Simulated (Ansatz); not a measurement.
The starting structures come from a database of crystals and need not be the phases stable at ambient conditions.

 Where the default PAW files enter, the runs use the earlier of Ansatz's two default sets.

The decay constant κ of evanescent states in the gap governs leakage through a thin film.

Here is the system:

```xyz
8
Lattice="4.4515 0.0000 0.0000 -2.2258 3.8552 0.0000 0.0000 0.0000 10.1758" Properties=species:S:1:pos:R:3 pbc="T T T"
Na     0.0000     0.0000     0.0000
Na     0.0000     0.0000     5.0879
Na     0.0000     2.5701     2.5440
Na     2.2258     1.2851     7.6319
S      0.0000     2.5701     6.5551
S      2.2258     1.2851     3.6207
S      2.2258     1.2851     1.4672
S      0.0000     2.5701     8.7086
```

Space group of this cell: P6_3/mmc. The cell is taken as given.

Transport runs along the normal of the first two printed cell vectors, the (001) plane of the conventional cell.

The gap is the functional's own, uncorrected, and κ follows it; spin-orbit coupling is left out. Mid-gap values are interpolated between the computed energies.

Problem. Give the band gap and the smallest decay constant κ at mid-gap that Ansatz (a first-principles code) with r2SCAN yields.

Solution. Gap 1.63 eV on a 12×12×4 mesh; κ = 0.233 1/Å, at the zone centre.
